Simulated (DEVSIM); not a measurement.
Structure: GaN n+/n-/n+ resistor, at 300 K.

```csv
layer (left to right),material,thickness (μm),Nd (cm⁻³),τn (s),τp (s)
1,GaN,0.260,2.5e17,7e-8,7e-8
2,GaN,0.130,2.2e15,7e-8,2.1e-7
3,GaN,0.190,5.2e17,7e-8,7e-8
```

Left contact: ohmic. Right contact: ohmic. Voltage is applied to the left contact. Recombination: SRH at mid-gap. Mobility is constant in doping.

The device is made up for the run: typed textbook-type constants, with dimensions and the other settings drawn at random. Values at 300 K.

```
parameter         GaN
-------------  ------
gap (eV)         3.43
affinity (eV)     4.1
permittivity      9.5
Nc (cm⁻³)      2.3e18
Nv (cm⁻³)      4.6e19
μn (cm²/Vs)      1200
μp (cm²/Vs)       100
```

Simulated with DEVSIM: 1D drift-diffusion, Boltzmann statistics, complete ionisation; no tunnelling, impact ionisation, image-force lowering or self-heating.

Question: Tabulate band edges, carrier densities and field at zero bias.

Answer: Energies count from the Fermi level of the right contact; mesh points crowd at the junctions.

```csv
x (μm),Ec (eV),Ev (eV),n (cm⁻³),p (cm⁻³),field (V/cm)
0.000,0.057,-3.373,2.5e17,< 1e2,≈ 0
0.01449,0.057,-3.373,2.5e17,< 1e2,≈ 0
0.03605,0.057,-3.373,2.5e17,< 1e2,≈ 0
0.06493,0.057,-3.373,2.5e17,< 1e2,≈ 0
0.1300,0.057,-3.373,2.5e17,< 1e2,≈ 0
0.1824,0.057,-3.373,2.5e17,< 1e2,≈ 0
0.2175,0.057,-3.373,2.5e17,< 1e2,130
0.2472,0.062,-3.368,2.1e17,< 1e2,6700
0.2600,0.083,-3.347,9.4e16,< 1e2,28000
0.2738,0.110,-3.321,3.3e16,< 1e2,14000
0.2926,0.127,-3.303,1.7e16,< 1e2,6300
0.3276,0.136,-3.294,1.2e16,< 1e2,-1100
0.3542,0.125,-3.304,1.8e16,< 1e2,-7100
0.3738,0.104,-3.326,4.1e16,< 1e2,-16000
0.3910,0.058,-3.372,2.4e17,< 1e2,-34000
0.4057,0.040,-3.390,5.0e17,< 1e2,-2500
0.4268,0.038,-3.392,5.2e17,< 1e2,-41
0.4571,0.038,-3.392,5.2e17,< 1e2,≈ 0
0.5093,0.038,-3.392,5.2e17,< 1e2,≈ 0
0.5385,0.038,-3.392,5.2e17,< 1e2,≈ 0
0.5611,0.038,-3.392,5.2e17,< 1e2,≈ 0
0.5800,0.038,-3.392,5.2e17,< 1e2,≈ 0
```
